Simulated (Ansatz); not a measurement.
A zone-centre phonon calculation of LaBPd3 (Pm-3m, 5 atoms in the cell) with Ansatz (a program for electronic structure).

Computed with LDA (PW92), default PAW files made with PBE (plane waves; Ansatz).

```yaml
crystal:
  lattice:
    - [4.39533, 0.00000, 0.00000]
    - [0.00000, 4.39533, 0.00000]
    - [0.00000, 0.00000, 4.39533]
  atoms:
    - { symbol: La, position: [0.00000, 0.00000, 0.00000] }
    - { symbol: B, position: [0.50000, 0.50000, 0.50000] }
    - { symbol: Pd, position: [0.00000, 0.50000, 0.50000] }
    - { symbol: Pd, position: [0.50000, 0.00000, 0.50000] }
    - { symbol: Pd, position: [0.50000, 0.50000, 0.00000] }
```

Reference input (self-consistent single point, DFT, LDA (PW92), plane waves, default PAW files made with PBE): basis.ecutwfc = 420 eV; kpoints.mp_grid.grid = 8 8 8; hamiltonian.xc = lda; hamiltonian.pseudopotentials = {kind: paw} (the program's default PAW files); scf.occupations.method = fermi_dirac; scf.occupations.width = 0.1 eV. This run's input differs from it in these lines:

Ansatz 0.2 input:
```diff
@@ -13,3 +13,3 @@
 basis:
-  ecutwfc: 420.0
+  ecutwfc: 210.0
 kpoints:
@@ -21,6 +21,4 @@
   occupations: { method: fermi_dirac, width: 0.1 }
-output:
-  forces: true
-  eigenvalues: true
-  stress: true
+phonons:
+  method: dfpt
```

Output, abridged:

```
SCF iter   1: F=—  HF=-26739.308008 eV  |F-HF|=—  |Δ(HF+E_count)|=         —  Δρ=1.20e-1  dr2=8.52e0  ethr=1.77e-3  ⟨swp⟩=4.1  Hψ=16756  notcnv=0
all-band conjugate gradients solve this SCF's bands
preconditioner: auto → Kerker (q_TF=auto, 2.629 Å⁻¹)
SCF iter   2: F=—  HF=-26736.778334 eV  |F-HF|=—  |Δ(HF+E_count)|=    2.53e0  Δρ=4.38e-2  dr2=7.24e-1  ethr=1.77e-3  ⟨swp⟩=2.0  Hψ=11213  notcnv=0
   [... lines left out ...]
SCF iter   7: F=—  HF=-26736.479892 eV  |F-HF|=—  |Δ(HF+E_count)|=   1.85e-6  Δρ=6.55e-6  dr2=7.70e-8  ethr=2.21e-9  ⟨swp⟩=2.0  Hψ=6696  notcnv=0
SCF iter   8: F=—  HF=-26736.479892 eV  |F-HF|=—  |Δ(HF+E_count)|=   1.74e-8  Δρ=1.39e-6  dr2=2.76e-9  ethr=1.13e-10  ⟨swp⟩=2.0  Hψ=6922  notcnv=0
SCF iter   9: F=—  HF=-26736.479892 eV  |F-HF|=—  |Δ(HF+E_count)|=  6.44e-10  Δρ=3.01e-7  dr2=7.55e-11  ethr=4.05e-12  ⟨swp⟩=2.0  Hψ=7891  notcnv=0
SCF iter  10: F=-26736.479892 eV  HF=-26736.479892 eV  |F-HF|=3.64e-12  |Δ(HF+E_count)|=  3.64e-12  Δρ=5.36e-8  dr2=2.57e-12  ethr=1.00e-12  ⟨swp⟩=5.5  Hψ=19825  notcnv=0
SCF 1 converged in 10 iterations: F = -26736.479892 eV  dr2 = 2.57e-12
DFPT response loops at Γ: preconditioner auto → Kerker (q_TF=auto, 2.629 Å⁻¹) (partly filled bands, converged f_vac=0.000) …
Free energy (F): -26736.479892 eV
Internal energy: -26736.368042 eV  (E = F + TS)
E sigma→0 (E₀):  -26736.423967 eV
Entropy (-TS):   -0.111850 eV (-22.370 meV/atom)
Fermi energy:    16.147142 eV
--- Phonons (Γ-DFPT): 4 representative perturbations + reference, on 125 of 512 k-points (Σ response iterations 15) ---
  k mesh reduced under 8 symmetry operations, with k and −k counted as one. Each operation leaves every solved displacement unchanged or reverses it
  ASR residual: 2.682e-4 → 0.000e0 eV/Å²; symmetrization residual: 3.429e-6 eV/Å²
  ASR residual per site (eV/Å²): 8.10e-5 1.74e-5 2.68e-4 2.68e-4 2.68e-4
  Γ frequencies (cm⁻¹): 0.00 0.00 0.00 90.25 90.25 90.25 123.24 123.24 123.24 162.73 162.73 162.73 345.88 345.88 345.88
  non-analytic LO–TO correction: not included (Born effective charges unavailable; polar crystals: no LO–TO splitting at Γ)
```

The run converged in 10 iterations. 

Summary of the result:
* **Free energy E − TS (on the zero of these files)**: -26736.4799 eV
* **Fermi level (on the code's own zero)**: 16.15 eV
* **Zone-centre frequencies (cm⁻¹; negative means imaginary)**: 0, 0, 0, 90, 90, 90, 123, 123, 123, 163, 163, 163, 346, 346, 346

The starting cell comes from a database of computed structures (which also holds hypothetical and non-ambient phases and stackings), without a prior relaxation at this level. Its lattice was rescaled by up to half a per cent. Spin polarisation is off. The cutoff lies below the one recommended for these files.

Cost on one core of a shared machine: roughly 2 min.
